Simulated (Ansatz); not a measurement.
Os, pressure series

Start from Os in the hcp (Mg type) structure (space group P6_3/mmc, No. 194).

Space group P6₃/mmc (No. 194); a = b = 2.7295 Å, c = 4.3066 Å, α = β = 90.00°, γ = 120.00°

```
atom  site  symmetry       x       y       z
----  ----  --------  ------  ------  ------
Os      2d      -6m2  0.6667  0.3333  0.2500
```

Cell and atoms are relaxed at each pressure.

Calculations: PBEsol/PAW in Ansatz (a first-principles code), no spin-orbit coupling, earlier PAW set.

| P (GPa) | V (Å³/atom) |
|---|---|
| -2.01 | 13.958 |
| -1.01 | 13.926 |
| 3.00 | 13.798 |
| 7.01 | 13.678 |
| 15.00 | 13.453 |
| 30.00 | 13.081 |
| 50.00 | 12.660 |
| 75.00 | 12.219 |
| 100.00 | 11.845 |

**Question.** Fit a third-order Birch–Murnaghan equation of state.

**Answer.** Least squares on P(V) = (3B₀/2)[(V₀/V)^(7/3) − (V₀/V)^(5/3)]·[1 + (3/4)(B₀′ − 4)((V₀/V)^(2/3) − 1)] gives V₀ = 13.89 Å³/atom, B₀ = 435 GPa and B₀′ = 4.6.

Load acts through the strain it causes; cell and atoms are relaxed under it. No phonon test of stability was made. No other phases were tried under pressure. All final runs are without spin polarisation.
